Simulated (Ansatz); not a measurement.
The reference is MoTe₂ in the 2H-MoS2 type structure (space group P6_3/mmc, No. 194; layered, stacked along the Cartesian z axis).

```
CELL_PARAMETERS angstrom
      3.49661     0.00000     0.00000
     -1.74831     3.02815     0.00000
      0.00000     0.00000    13.69583
ATOMIC_POSITIONS crystal
  Mo 0.33333 0.66667 0.75000
  Mo 0.66667 0.33333 0.25000
  Te 0.33333 0.66667 0.11732
  Te 0.66667 0.33333 0.61732
  Te 0.66667 0.33333 0.88268
  Te 0.33333 0.66667 0.38268
```

All numbers come from Ansatz (a quantum-chemistry and plane-wave program), PBE-D3(BJ), PAW, cutoff 420 eV, no SOC.

One change was made to it. Results:

The volume per atom decreases by 0.35 Å³, from 24.17 Å³ to 23.82 Å³; the c/a ratio drops by 0.018 (3.917 → 3.899); the band gap shrinks by 0.06 eV (0.60 eV → 0.54 eV); the smallest direct gap decreases by 0.067 eV (1.03 eV → 0.97 eV).

**Question.** Name the change that was made.
A) pressure 0.7 GPa
B) pressure 1.5 GPa
C) pressure −2 GPa

**Answer.** A, pressure 0.7 GPa. For comparison, the band gap in the other runs: pressure 1.5 GPa gives 0.46 eV; pressure −2 GPa gives 0.80 eV.

With Te present, leaving out spin-orbit coupling can change the band edges. Load acts through the strain it causes; cell and atoms are relaxed under it. Whether these cells are dynamically stable was not tested. The D3 term's C6 switches between coordination references near this geometry, which can add small steps to energies.
